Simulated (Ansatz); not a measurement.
Structures of equal composition on the (0001) surface of 4H silicon carbide (Si plane on top): (√3x√3)R30° Au adatom at H3; (√3x√3)R30° Au adatom at T4. The slabs share one bottom face, and each structure is named by its start. These are constructed structures in small cells; real faces may alloy, dewet or reconstruct in larger ones, and not all known structures of the face are among them. Slabs of about 10 Å with all that they carry, Fermi-Dirac smearing of 0.025 eV. Bottom of the slabs: H caps. Relaxed from the named starts with such symmetry as they have, on meshes of like density; energies extrapolated to zero smearing; no spin-orbit coupling, no U. Spin-polarised runs, if any, are marked in brackets, and their order is one that fits the cell; the others ran without spin. Where a second, spin-polarised start was run, the lower counts.

Host crystal: 4H silicon carbide, with a band gap (PBE, scalar-relativistic without spin-orbit coupling).

Level of theory: PBE (plane waves to 420 eV, PAW; Ansatz, a program for electronic structure).

### Question
Rank these by energy per 1x1 cell (lowest first), as PBE gives it.

### Answer
(√3x√3)R30° Au adatom at H3 (0.000 eV, no gap over 0.04 eV on the mesh), (√3x√3)R30° Au adatom at T4 (0.039 eV, no gap over 0.04 eV on the mesh)
